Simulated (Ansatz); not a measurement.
The parent structure is NbAs in the CsCl type structure (space group Pm-3m, No. 221; a hypothetical phase, not in the database extracts checked).

```
NbAs
1.0
    3.21784     0.00000     0.00000
    0.00000     3.21784     0.00000
    0.00000     0.00000     3.21784
Nb As
1 1
Cartesian
  0.00000   0.00000   0.00000
  1.60892   1.60892   1.60892
```

Calculations: Ansatz (a program for electronic structure), PBE, PAW, cutoff 420 eV, without spin-orbit coupling.

Base values:

- Volume per atom = 16.66 Å³

It is then changed as follows: a hydrostatic pressure of 3 GPa.

**Question.** Predict the new volume per atom.

**Answer.** The volume per atom drops by 0.29 Å³ to 16.37 Å³.

Load acts through the strain it causes; cell and atoms are relaxed under it. Whether these cells are dynamically stable was not tested. All final runs are without spin polarisation.
